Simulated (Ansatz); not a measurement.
**InP, response to strain**

The parent structure is InP in the zinc blende structure (space group F-43m, No. 216; a = 5.8269 Å). Axes: x, y, z lie along the cube axes.

Strains are applied to the cell and any free atomic positions relax; under biaxial strain the out-of-plane vector relaxes too.

Calculations: LDA (Ansatz, a program for electronic structure, PAW, no spin-orbit coupling).

Notes on the quantities. energy relative to the base: free energy F.

```tsv
biaxial strain, plane normal [001], relaxed out of plane (%)	energy relative to the base (meV/atom)
0	0.0
0.5	0.4
1	1.4
1.5	?
2	5.5
2.5	8.5
3	12.2
```

Fit ΔE = Aε² + Bε³ (ε in %) to the rows shown and predict the withheld row.

Least squares on the printed values gives A = 1.41 and B = -0.019 meV/atom (largest residual 0.0 meV/atom); this predicts 3.1 meV/atom, and the run gives 3.1 meV/atom, in agreement.

Whether these cells are dynamically stable was not tested.
